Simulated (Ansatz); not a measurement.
**Mg2Rh (I4/mmm, No. 139, 3 atoms in the cell; start mp-12693)**

These are r²SCAN (plane waves, PAW; Ansatz, an electronic-structure program) values and carry that method's errors.

Settings: plane-wave cutoff 560 eV, 24×24×24 k mesh, Fermi–Dirac smearing 0.05 eV, no spin polarisation, scalar-relativistic PAW data made under PBE.

Cell (relaxed at this level):

Mg$_{2}$Rh is taken in the tetragonal space group I4/mmm (No. 139), Pearson symbol tI6. Lattice parameters: a = b = 3.185 Å, c = 9.984 Å, α = β = γ = 90.00°. Mg on 4e is surrounded by 4 Rh at 2.670 Å and 1 Rh at 3.558 Å and 1 Mg at 2.868 Å and 8 Mg at 3.095–3.185 Å. Rh on 2a is surrounded by 8 Mg at 2.670 Å and 2 Mg at 3.558 Å and 4 Rh at 3.185 Å. (Neighbours: up to the widest gap in distance over summed covalent radii, below 1.35, at either atom.)
(The calculation used a cell of 3 atoms; values per cell refer to that cell.)

- bulk modulus: 63.5 GPa

Note: the run has no spin polarisation, so it can have missed a magnetic state; the bulk modulus is −V dP/dV from two relaxed cells at ±2 % in volume; the relaxation could not lower the start's symmetry, so the cell can be a saddle point above a distorted one.

Computed values are for the static lattice.

A start named mp-… is a Materials Project structure, which need not be a measured phase.
